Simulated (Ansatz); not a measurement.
For ScPd3N (model structure, started from the Ni3MgC type, Pm-3m, No. 221, 5 atoms in the cell), LDA (Ansatz, a quantum-chemistry and plane-wave program, PAW) gives:

```
Item                                  Result
------------------------------  ------------
equilibrium lattice constant a       4.106 Å
bulk modulus B0                      199 GPa
cohesive energy                 5.54 eV/atom
```

### Question
What does PBE (Ansatz, plane waves, PAW) give for the same quantities?

### Answer

- lattice constant a: 4.203 Å (grows by 2.4 %)
- bulk modulus: 159 GPa (shrinks by 20 %)
- cohesive energy: 4.32 eV/atom (shrinks by 1.22 eV/atom)

Changes are worked out from the printed values.

Unless a cell is named, each level is at its own relaxed cell (LDA 13.84, PBE 14.85 Å³/atom).

Caveats: the bulk modulus is −V dP/dV from two relaxed cells at ±2 % in volume (LDA, PBE). Ansatz's density-functional and Hartree–Fock values are scalar-relativistic unless marked +SOC, with PAW data made under PBE.

A model structure was made by putting elements into a prototype or built by hand; it is no filed structure, need not be a known phase, and can be a saddle point held by its symmetry.
